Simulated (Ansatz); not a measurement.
**NaI, pressure series**

Base system: NaI in the rock salt structure (space group Fm-3m, No. 225; a = 6.4021 Å).

Cell and atoms are relaxed at each pressure.

Method: Ansatz (a first-principles code) PBEsol, spin-orbit coupling left out.

Candidates:
(a) pressure 7.5 GPa
(b) pressure 5 GPa
(c) pressure 0.7 GPa
(d) pressure 10 GPa

Base values:

```
Item        Value
--------  -------
Band gap  3.60 eV
```

Problem. Order them by band gap, highest first.

Solution. (d) pressure 10 GPa (4.58 eV), (a) pressure 7.5 GPa (4.43 eV), (b) pressure 5 GPa (4.20 eV), (c) pressure 0.7 GPa (3.70 eV)

Spin-orbit coupling, missing from the scalar runs, can matter with I. Load acts through the strain it causes; cell and atoms are relaxed under it. Whether these cells are dynamically stable was not tested. Competing high-pressure phases were not computed.
